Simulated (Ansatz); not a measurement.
MgO (Fm-3m) under hydrostatic pressure: hole conductivity mass by r2SCAN, rigid bands (plane waves, PAW, scalar-relativistic; Ansatz, an electronic-structure program). The unloaded cell, whose axes the loads refer to:

```xyz
2
Lattice="0.0000 2.1022 2.1022 2.1022 0.0000 2.1022 2.1022 2.1022 0.0000" Properties=species:S:1:pos:R:3 pbc="T T T"
Mg     0.0000     0.0000     0.0000
O      2.1022     2.1022     2.1022
```

```json
[
 {"hydrostatic pressure (GPa)": "-2", "volume per atom (Å³)": "9.41", "hole conductivity mass (mₑ)": "2.30"},
 {"hydrostatic pressure (GPa)": "0", "volume per atom (Å³)": "9.29", "hole conductivity mass (mₑ)": "2.28"},
 {"hydrostatic pressure (GPa)": "2", "volume per atom (Å³)": "9.18", "hole conductivity mass (mₑ)": "2.26"},
 {"hydrostatic pressure (GPa)": "5", "volume per atom (Å³)": "9.03", "hole conductivity mass (mₑ)": "?"},
 {"hydrostatic pressure (GPa)": "10", "volume per atom (Å³)": "8.80", "hole conductivity mass (mₑ)": "2.19"}
]
```

### Question
Fit a straight line to ln(hole conductivity mass) against the load over the rows given, and predict the row at 5 GPa.

### Answer
The means are x̄ = 2.500 GPa and ȳ = 0.8141; Σ(x − x̄)(y − ȳ) = -0.3370 and Σ(x − x̄)² = 83.00, so the slope is -0.406 % per GPa, and the rows given lie within 0.075 % of the line. At 5 GPa the line gives 2.23 mₑ; the calculation gives 2.23 mₑ, 0.19 % from it.

Masses are for dilute carriers at 300 K, harmonic means over directions unless an axis is named. Spin-orbit coupling is left out. Stresses and pressures are the targets of the relaxation. The structure type is held at every load. Geometry: cell and atoms relaxed with r2SCAN.
